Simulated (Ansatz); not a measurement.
**A computed series for hypothetical fluorite TeO2: element substitutions**

The parent structure is TeO₂ in the fluorite structure (space group Fm-3m, No. 225; a hypothetical phase, not in the database extracts checked).

```cif
data_O2Te
_chemical_formula_sum 'Te1 O2'
_space_group_name_H-M_alt 'P 1'
_space_group_IT_number 1
_cell_length_a 3.76446
_cell_length_b 3.76446
_cell_length_c 3.76446
_cell_angle_alpha 60.000
_cell_angle_beta 60.000
_cell_angle_gamma 60.000
loop_
_space_group_symop_operation_xyz
  'x, y, z'
loop_
_atom_site_label
_atom_site_type_symbol
_atom_site_fract_x
_atom_site_fract_y
_atom_site_fract_z
_atom_site_occupancy
Te1 Te 0.00000 0.00000 0.00000 1
O1 O 0.25000 0.25000 0.25000 1
O2 O 0.75000 0.75000 0.75000 1
```

Each row replaces one element on all its sites; cell and atoms are relaxed.

Calculations: Ansatz (a program for electronic structure), PBEsol, PAW, cutoff 420 eV, no spin-orbit coupling.

For the base:

| Quantity | Result |
|---|---|
| Shortest interatomic distance | 4.356 bohr |

**Question.** The aim is a shortest interatomic distance between 5.249 bohr and 5.837 bohr. Which of these changes reaches it?
A) O → Se
B) O → F
C) Te → Cd

**Answer.** A, O → Se. It gives 5.567 bohr; Te → Cd gives 4.329 bohr; O → F gives 4.775 bohr. Changes not listed may reach it too

The magnetic state is the one reached from the starting moments; the real material's order can differ, and small cells can't hold many antiferromagnetic ones. No phonon test of stability was made. As relaxed here, CdO2, TeSe2 and TeF2 are hypothetical phases, not in the database extracts checked. Spin-polarised in the final run: CdO2; the other runs are not.
